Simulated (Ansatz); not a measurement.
# What Sn vacancy, symmetric start does to SnSe

Consider a 16-atom supercell of SnSe in the GeS type structure (space group Pnma, No. 62; a = 11.536 Å, b = 4.121 Å, c = 4.578 Å; layered, stacked along the Cartesian x axis) at its relaxed geometry.

It is then changed as follows: a neutral Sn vacancy, symmetric start, atoms relaxed at fixed cell.

Calculations: r2SCAN+rVV10 (Ansatz, a quantum-chemistry and plane-wave program, PAW, no spin-orbit coupling). Γ-centred 2×4×4 mesh, Fermi–Dirac width 0.01 eV.

Pressure: -1.4 GPa (base 0.0 GPa)
Energy gained by relaxation: 0.35 eV
Mean distance from the defect site to its nearest host atoms: 282 pm (base 277 pm)

Final structure:

```xyz
15
Lattice="11.5358 0.0000 0.0000 0.0000 4.1209 -4.5782 0.0000 4.1209 4.5782" Properties=species:S:1:pos:R:3 pbc="T T T"
Sn     1.3116     5.1512     0.7400
Sn     4.1374     3.1566     2.9411
Sn     4.1374     3.0248    -1.6371
Sn    10.4426     7.1253    -0.7076
Sn    10.4426     3.1771    -0.7076
Sn     7.0317     5.1512    -3.0098
Sn     7.1349     5.1512     1.7224
Se     9.8618     5.1512    -2.5235
Se     9.8440     5.1512     2.2777
Se     7.6417     7.1590    -0.0950
Se     7.6417     3.1433    -0.0950
Se     1.5307     3.0978     2.4052
Se     1.5307     3.0836    -2.1730
Se     4.2087     1.0302     0.1706
Se     4.0278     5.1512     0.1583
```

Cost of the whole job for the changed cell (relaxation, final SCF and bands): very roughly 90 core-minutes.

The magnetic state is the one reached from the starting moments; the real material's order can differ, and small cells can't hold many antiferromagnetic ones. In so small a cell the defect repeats every few ångströms: this is an ordered compound, not a dilute defect. The mesh was chosen for an insulator and is coarse for the gapless case. The defect started on the symmetric site and kept its symmetry, so it may sit on a saddle. Starting moments died away, wholly or in part, for Sn vacancy; another magnetic solution may exist. The defect cell is spin-polarised and ends with 0.0 μB.
